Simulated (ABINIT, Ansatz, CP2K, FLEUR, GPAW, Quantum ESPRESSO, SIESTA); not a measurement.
# One structure in several programs: MgNiF6 (R-3, 8 atoms in the cell)

Self-consistent single point.

```
CELL_PARAMETERS angstrom
      2.40148     1.38649     4.35708
     -2.40148     1.38649     4.35708
      0.00000    -2.77298     4.35708
ATOMIC_POSITIONS crystal
  Mg 0.50000 0.50000 0.50000
  Ni 0.00000 0.00000 0.00000
  F  0.37297 0.76937 0.09415
  F  0.62703 0.23063 0.90585
  F  0.09415 0.37297 0.76937
  F  0.90585 0.62703 0.23063
  F  0.76937 0.09415 0.37297
  F  0.23063 0.90585 0.62703
```

Shared settings, as Ansatz (a program for electronic structure) writes them: kpoints.mp_grid.grid = 6 6 6; scf.occupations.method = fermi_dirac; scf.occupations.width = 0.136 eV. Potentials and cutoffs stand in the table.

```tsv
code	model	pressure (GPa)	largest force (eV/Å)	gap on the mesh (eV)	cutoff
CP2K	PBEsol, GPW, DZVP-MOLOPT-SR-GTH basis, GTH-PBE potentials (GTH_POTENTIALS)	3.67	0.256	1.355	grid 1000 Ry
Ansatz	PBEsol, PAW files made with PBE	0.64	0.050	1.398	default
FLEUR	PBEsol, all-electron FLAPW (FLEUR), scalar-relativistic valence	–	0.118	1.322	Kmax 4.7 1/bohr
ABINIT	PBEsol, PAW (JTH v2.0 PBE PAW, files made for PBE)	-0.83	0.078	1.389	30 Ha
GPAW	PBEsol, GPAW PAW datasets PBEsol (made by gpaw-setup)	–	0.224	1.449	900 eV
Quantum ESPRESSO	PBEsol, GBRV 1.5 ultrasoft (PBESOL) pseudopotentials	1.43	0.050	1.428	50 Ry
SIESTA	GGA PBEsol, numerical atomic orbitals TZP, PseudoDojo PBEsol standard norm-conserving potentials (rewritten from UPF to PSML)	-3.39	0.232	1.222	grid 300 Ry
```

A dash marks a value that a program does not give, or that is left out as unsure.

Gaps are read on the mesh.

The spread over the programs that give each value: pressure within 7.06 GPa; largest force within 0.206 eV/Å; gap on the mesh within 0.227 eV.

CP2K and SIESTA use small atom-centred bases, whose incompleteness enters pressures, forces and empty levels differently from a plane-wave cutoff. FLEUR treats all electrons, but the usual bases taken here (sphere radii, linearisation, local orbitals, empty states) were not tested for convergence, so the values are no reference for the others. Ansatz's pressure is given at a fixed set of plane waves, as the other plane-wave codes print theirs; with its correction for the finite basis it is 1.18 GPa (the shift of 0.54 GPa shows how far the cutoff is from converged). The pressure of GPAW is left out: its cutoff lies under the one at which its stress was checked. In the pressure, CP2K (by 3.04), ABINIT (by 1.46) and SIESTA (by 4.02) lie more than 1 GPa from the median of the plane-wave programs. In the gap, SIESTA (by 0.191) lies more than 0.12 eV from the median of the plane-wave programs. In the force vectors, CP2K (by 0.220), Ansatz (by 0.083), FLEUR (by 0.166), GPAW (by 0.167) and SIESTA (by 0.172) lie more than 0.08 eV/Å from the median of the plane-wave programs.

The starting cell comes from a database of computed structures (which also holds hypothetical and non-ambient phases and stackings), without a prior relaxation at this level.

Keys are those of Ansatz 0.2.
